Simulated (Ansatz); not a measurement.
By PBEsol, the system below comes out a metal.

The ballistic (Sharvin) conductance counts the channels at the Fermi level: G/A = (e²/h) × channels of both spins per area.

Consider the following.

```
CELL_PARAMETERS angstrom
      2.91677     0.00000     0.00000
      0.00000     4.12493     0.00000
      1.45838     2.06246     1.45838
ATOMIC_POSITIONS crystal
  V  0.00000 0.00000 0.00000
  N  0.00000 0.50000 0.00000
```

Space group of this cell: Fm-3m, rock salt. The cell is taken as given; by PBEsol its mean pressure is -12.0 GPa.

The current flows along the normal of the first two printed cell vectors, the (110) plane of the conventional cell. No spin-orbit coupling; the value is a mean over 0.1 eV about the Fermi level.

Problem. Give the ballistic conductance per area that PBEsol (Ansatz, a program for electronic structure) yields.

Solution. 1.8 × 10¹⁵ S/m² for both spins.
